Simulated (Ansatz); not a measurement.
Worked example: relaxation of cell and atoms of CdPt (P4/mmm, 2 atoms in the cell) in Ansatz (a program for electronic structure).

Computed with PBEsol, default PAW files made with PBE (plane waves; Ansatz).

The change in words: atoms on their sites; basis.ecutwfc: 420 eV → 250 eV; relax: default → cell and atoms. Reference geometry:
```yaml
crystal:
  lattice:
    - [2.97650, 0.00000, 0.00000]
    - [0.00000, 2.97650, 0.00000]
    - [0.00000, 0.00000, 3.83451]
  atoms:
    - { symbol: Cd, position: [0.00000, 0.00000, 0.01304] }
    - { symbol: Pt, position: [0.50000, 0.50000, 0.50000] }
```

Reference input (self-consistent single point, DFT, PBEsol, plane waves, default PAW files made with PBE): basis.ecutwfc = 420 eV; kpoints.mp_grid.grid = 11 11 9; hamiltonian.xc = pbesol; hamiltonian.pseudopotentials = {kind: paw} (the program's default PAW files); scf.occupations.method = fermi_dirac; scf.occupations.width = 0.1 eV. This run's input differs from it in these lines:

Ansatz 0.2 input:
```diff
@@ -7,6 +7,6 @@
   atoms:
-    - { symbol: Cd, position: [0.000000, 0.000000, 0.013039] }
+    - { symbol: Cd, position: [0.000000, 0.000000, 0.000000] }
     - { symbol: Pt, position: [0.500000, 0.500000, 0.500000] }
 basis:
-  ecutwfc: 420.0
+  ecutwfc: 250.0
 kpoints:
@@ -18,2 +18,4 @@
   occupations: { method: fermi_dirac, width: 0.1 }
+relax:
+  cell: {}
 output:
```

Output, abridged:

```
   [... SCF lines of the steps left out ...]
relax step   1: F+E_penalty+E_count = -20565.53166996 eV  Δ(F+E_penalty+E_count) = +0.000e0 eV  max|allowed force component| = 1.686e-29 eV/Å  Δτ_max = 0.0000 Å  P = -0.859 GPa  Ω = 33.972 Å³  (8 SCF iters, dr2 threshold 1.00e-7 eV, accepted)
relax step   2: F+E_penalty+E_count = -20565.85169302 eV  Δ(F+E_penalty+E_count) = -3.200e-1 eV  max|allowed force component| = 1.302e-29 eV/Å  Δτ_max = 0.0000 Å  P = +11.258 GPa  Ω = 33.403 Å³  energy of the carried Pulay correction = +3.727e-1 eV  [...]
   [... lines left out ...]
relax step 120: F+E_penalty+E_count = -20565.52508971 eV  Δ(F+E_penalty+E_count) = -2.418e-4 eV  max|allowed force component| = 3.254e-30 eV/Å  Δτ_max = 0.0000 Å  P = -0.000 GPa  Ω = 33.743 Å³  energy of the carried Pulay correction = +2.398e-4 eV  [...]
relax step 121: F+E_penalty+E_count = -20565.52370107 eV  Δ(F+E_penalty+E_count) = +1.389e-3 eV  max|allowed force component| = 3.254e-30 eV/Å  Δτ_max = 0.0000 Å  P = +0.004 GPa  Ω = 33.743 Å³  stress off target by 9.83e-2 GPa  SCF on the basis [...]
basis re-selected at this cell: Δ(F+E_penalty+E_count) = +1.389e-3 eV, ΔP = +0.004 GPa vs the last step
   [... lines left out ...]
Free energy (F): -20565.523701 eV
Fermi energy:    19.388375 eV
Error: variable-cell relaxation did not converge after 121 `relax_step` rows, as none of its last 52 fresh-basis SCF(s) at a relaxed cell met both thresholds with a finite energy. The last misses `relax.cell.stress_tol`: largest allowed force component 3.25e-30 eV/Å (`relax.f_tol` 1.00e-2 eV/Å), stress off the target on the free part of the cell 9.83e-2 GPa (`relax.cell.stress_tol` 5.00e-2 GPa), F+E_penalty+E_count -20565.52370107 eV. The closest is row 113, whose structure comes with this error. Larger ratio of force or stress to its threshold at each such SCF whose figures are numbers: 26.904, 20.747, 22.648, 22.406, 20.472, 20.904, 17.693, 14.543, 13.897, 12.164, 10.649, 9.323, [...]
   [... lines left out ...]
to start a new deck from the relaxed geometry:
  cell:  # Å, volume = 33.7460 Å³
    - [2.931934808492684, 1.659372487301193e-34, 0.0]
    - [7.674597753768019e-35, 2.931934808492684, 0.0]
    - [0.0, 0.0, 3.925666214227545]
  atoms:
    - { symbol: Cd, position: [5.153768567980379e-36, 1.7525594186369547e-37, 0.0] }
    - { symbol: Pt, position: [0.49999999999999994, 0.49999999999999994, 0.5] }
```

The relaxation ended unconverged. 

The starting cell comes from a database of computed structures (which also holds hypothetical and non-ambient phases and stackings), without a prior relaxation at this level. Its lattice was rescaled by up to half a per cent. The cutoff lies below the one recommended for these files.

Cost on one core of a shared machine: roughly 2 min.
